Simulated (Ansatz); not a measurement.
For zinc-blende PbSe (model structure), PBEsol in Ansatz (PAW) gives:

```
Quantity                       Result
---------------------  --------------
lattice parameter a           6.786 Å
enthalpy of formation  -0.266 eV/atom
```

What does r²SCAN (PAW; Ansatz, a program for electronic structure) give for the same quantities?


- lattice constant a: 6.846 Å (grows by 0.9 %)
- formation enthalpy: -0.429 eV/atom (moves by -0.163 eV/atom)

Changes are worked out from the printed values.

Unless a cell is named, each level is at its own relaxed cell (PBEsol 39.06, r²SCAN 40.11 Å³/atom).

Levels without +SOC leave out spin–orbit coupling, which shifts energies and cells of such heavy elements.

Ansatz's density-functional and Hartree–Fock values are scalar-relativistic unless marked +SOC, with PAW data made under PBE.

A model structure was made by putting elements into a prototype or built by hand; it is no filed structure, need not be a known phase, and can be a saddle point held by its symmetry.
